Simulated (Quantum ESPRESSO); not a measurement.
A self-consistent single point of Cr (P-3m1, 2 atoms in the cell) with Quantum ESPRESSO.

Method: LDA (PZ), GBRV 1.5 ultrasoft (LDA) pseudopotentials (plane waves; Quantum ESPRESSO).

```yaml
crystal:
  lattice:
    - [2.43626, 0.00000, 0.00000]
    - [-1.21813, 2.10986, 0.00000]
    - [0.00000, 0.00000, 4.46821]
  atoms:
    - { symbol: Cr, position: [0.33333, 0.66667, 0.26119] }
    - { symbol: Cr, position: [0.66667, 0.33333, 0.75000] }
```

Reference input (self-consistent single point, DFT, LDA (PZ), plane waves, GBRV 1.5 ultrasoft (LDA) pseudopotentials): ecutwfc = 50 Ry; ecutrho = 400 Ry; occupations = smearing; smearing = gaussian; degauss = 0.0073499 Ry; potentials = {Cr: cr_lda_v1.5.uspp.F.UPF}; K_POINTS = automatic 9 9 5 0 0 0; conv_thr = 1e-10 Ry; mixing_beta = 0.3. This run's input differs from it in these lines:

```diff
@@ -27,3 +27,3 @@
 K_POINTS automatic
-9 9 5  0 0 0
+15 15 8  0 0 0
 CELL_PARAMETERS angstrom
```

Log, with long lists cut:

```
     Self-consistent Calculation

     iteration #  1     ecut=    50.00 Ry     beta= 0.30

     negative rho (up, down):  2.042E-03 0.000E+00

     total energy              =    -350.47783715 Ry
     estimated scf accuracy    <       3.90602099 Ry

     iteration #  2     ecut=    50.00 Ry     beta= 0.30

     negative rho (up, down):  2.126E-03 0.000E+00

     total energy              =    -350.79620016 Ry
     estimated scf accuracy    <       0.25974868 Ry

     iteration #  3     ecut=    50.00 Ry     beta= 0.30

     negative rho (up, down):  1.636E-03 0.000E+00

     total energy              =    -350.89066964 Ry
     estimated scf accuracy    <       0.06518169 Ry

   [... 10 blocks of this kind left out ...]

     iteration # 14     ecut=    50.00 Ry     beta= 0.30

     negative rho (up, down):  1.295E-03 0.000E+00

     total energy              =    -350.91624306 Ry
     estimated scf accuracy    <          4.4E-10 Ry

     iteration # 15     ecut=    50.00 Ry     beta= 0.30

     negative rho (up, down):  1.295E-03 0.000E+00
     End of self-consistent calculation

     Number of k-points >= 100: set verbosity='high' to print the bands.

     the Fermi energy is    19.1285 ev

!    total energy              =    -350.91624306 Ry
     estimated scf accuracy    <          1.7E-11 Ry
     smearing contrib. (-TS)   =      -0.00123865 Ry
     internal energy E=F+TS    =    -350.91500441 Ry

     convergence has been achieved in  15 iterations

     negative rho (up, down):  1.295E-03 0.000E+00

     Forces acting on atoms (cartesian axes, Ry/au):

     atom    1 type  1   force =     0.00000000    0.00000000   -0.02186621
     atom    2 type  1   force =     0.00000000    0.00000000    0.02186621

     Total force =     0.030923     Total SCF correction =     0.000002

     negative rho (up, down):  1.295E-03 0.000E+00
          total   stress  (Ry/bohr**3)                   (kbar)     P=      -62.18
  -0.00027703   0.00000000   0.00000000          -40.75        0.00        0.00
   0.00000000  -0.00027703   0.00000000            0.00      -40.75        0.00
   0.00000000   0.00000000  -0.00071404            0.00        0.00     -105.04

   JOB DONE.
```

The run converged in 15 iterations. Against the reference run the free energy is nearly the same (within 1 meV/atom), the pressure goes from -6.42 to -6.22 GPa and the largest force goes from 0.543 to 0.562 eV/Å.

The starting cell comes from a database of computed structures (which also holds hypothetical and non-ambient phases and stackings), without a prior relaxation at this level. Its lattice was rescaled by up to half a per cent. One atom was moved a little off its site on purpose. Spin polarisation is off. With a pressure of about -6 GPa the cell is away from its equilibrium volume at this level.

Cost on one core of a shared machine: roughly 60 s.
